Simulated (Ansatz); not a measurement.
Cubic perovskite EuTiO₃ was calculated with r²SCAN+rVV10 in Ansatz (PAW).

Run with plane-wave cutoff 560 eV, 14×14×14 k mesh, Fermi–Dirac smearing 0.05 eV, spin-polarised with parallel moments, scalar-relativistic PAW data made under PBE.

A third-order Birch–Murnaghan fit to the energies gives V0 = 11.755 Å³/atom, B0 = 200 GPa, B′ = 4.3.

```json
[
 {"V (Å³/atom)": "11.049", "P (GPa)": "14.17"},
 {"V (Å³/atom)": "11.284", "P (GPa)": "8.93"},
 {"V (Å³/atom)": "11.519", "P (GPa)": "?"},
 {"V (Å³/atom)": "11.754", "P (GPa)": "0.01"},
 {"V (Å³/atom)": "11.989", "P (GPa)": "-3.79"},
 {"V (Å³/atom)": "12.224", "P (GPa)": "-7.20"},
 {"V (Å³/atom)": "12.460", "P (GPa)": "?"}
]
```

Q: Estimate the withheld pressures from this fit; the answers are the runs' own values.

A: 
- 11.519, P (GPa): 4.23
- 12.460, P (GPa): -10.26

The formula P = (3/2) B0 (x^(7/3) − x^(5/3)) [1 + (3/4)(B′ − 4)(x^(2/3) − 1)] with x = V0/V meets the computed pressures within 0.02 GPa when these rounded values are put in.

Note: the magnetic order was assumed, not searched for or taken from measurement; the 4f shell is treated without U or exact exchange, so its levels and filling can be wrong; functionals without U or exact exchange can leave correlated insulators metallic, so the missing gap need not be real.

Spin–orbit coupling is not included; it can open a gap where bands touch, and shift volumes and moduli.

Static lattice: no zero-point or thermal effects.

Ansatz is an electronic-structure program.
